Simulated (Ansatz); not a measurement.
The starting structures come from a database of crystals and need not be the phases stable at ambient conditions.

The decay constant κ of evanescent states in the gap governs leakage through a thin film.

Consider the following.

```yaml
crystal:
  lattice:
    - [6.44458, -0.02691, 0.06479]
    - [-2.69080, 5.85602, 0.06479]
    - [-1.06298, -1.65067, 3.97381]
  atoms:
    - { symbol: Se, position: [0.13476, 0.74693, 0.83105] }
    - { symbol: Se, position: [0.86524, 0.25307, 0.16895] }
    - { symbol: Se, position: [0.25307, 0.38784, 0.08412] }
    - { symbol: Se, position: [0.74693, 0.61216, 0.91588] }
    - { symbol: Se, position: [0.61216, 0.86524, 0.69629] }
    - { symbol: Se, position: [0.38784, 0.13476, 0.30371] }
```

Space group of this cell: R-3. The cell was relaxed by PBE-D3(BJ); by r2SCAN its mean pressure is 1.0 GPa.

Transport runs along the normal of the first two printed cell vectors, the (101) plane of the conventional cell.

The gap is the functional's own. No spin-orbit coupling. Mid-gap values are interpolated on the energy grid.

Task: Give the band gap and the smallest decay constant κ at mid-gap that r2SCAN (Ansatz, a quantum-chemistry and plane-wave program) yields.

Result: Gap 1.25 eV on a 8×8×8 mesh; κ = 0.143 1/Å, at (-0.333, 0.167) of the in-plane reciprocal vectors. At the zone centre, at the nearest computed energy, the slowest state has κ = 0.18 1/Å.
